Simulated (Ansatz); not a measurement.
A (12,0) black phosphorus nanotube has 48 atoms in a period of 3.302 Å, a mean diameter of 18.24 Å, and lies 33 meV/atom over the flat sheet relaxed at the same level.

These are PBE (plane waves to 420 eV, PAW; Ansatz, a first-principles code) values and carry that method's errors. Mesh 1×1×10. No spin polarisation. It repeats along c; a and b span vacuum. A hypothetical model, rolled from the flat sheet. It keeps the symmetry and period of its start, so it need not be a minimum against all distortions.

Which bending rigidity of the sheet does this imply in the thin-plate picture?

A plate bent to radius R stores D/(2R²) an area. The area an atom is π × 18.24 × 3.302/48 = 3.94 Å², so the stored energy is 0.033/3.94 = 0.0084 eV/Å². With R = 9.120 Å, D = 2R² × 0.0084 = 1.4 eV.
